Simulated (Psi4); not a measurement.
Psi4 1.11, BP86/def2-svp: Rb(I) ([Rb][I]), 2 atoms. The geometry is a generated start, not checked to be a minimum at this level.

```json
{
  "task": "energy",
  "method": "bp86",
  "basis": "def2-svp",
  "memory": "3 GB",
  "maxiter": "100",
  "keys_of_the_molecule_block": "symmetry c1",
  "scf_type": "df (default)",
  "guess": "auto, which took SAD (default)",
  "scf_initial_accelerator": "adiis (default)",
  "e_convergence": "1e-06 (default)",
  "d_convergence": "1e-06 (default)",
  "dft_radial_points": "75 (default)",
  "dft_spherical_points": "302 (default)",
  "effective_core_potentials": "those of the basis set, past Kr",
  "basis_functions": "50",
  "grid_points": "43581"
}
```

```xyz
2

Rb    -1.0748    -0.8034    -0.9338
I      1.0748     0.8034     0.9338
```

One run each on 2 threads. Values of diis_max_vecs tried: 3, 6, 10 (default), 20.

How does the count of SCF iterations change with diis_max_vecs, and where is it least?

Fewest SCF iterations, within one of each other: 6 with 8, 10 (default) with 9, 20 with 9. The count rises to 13 at 3. All converge to one solution.

```json
[
 {"diis_max_vecs": "3", "SCF iterations": "13", "end": "same solution"},
 {"diis_max_vecs": "6", "SCF iterations": "8", "end": "same solution"},
 {"diis_max_vecs": "10 (default)", "SCF iterations": "9", "end": "same solution"},
 {"diis_max_vecs": "20", "SCF iterations": "9", "end": "same solution"}
]
```
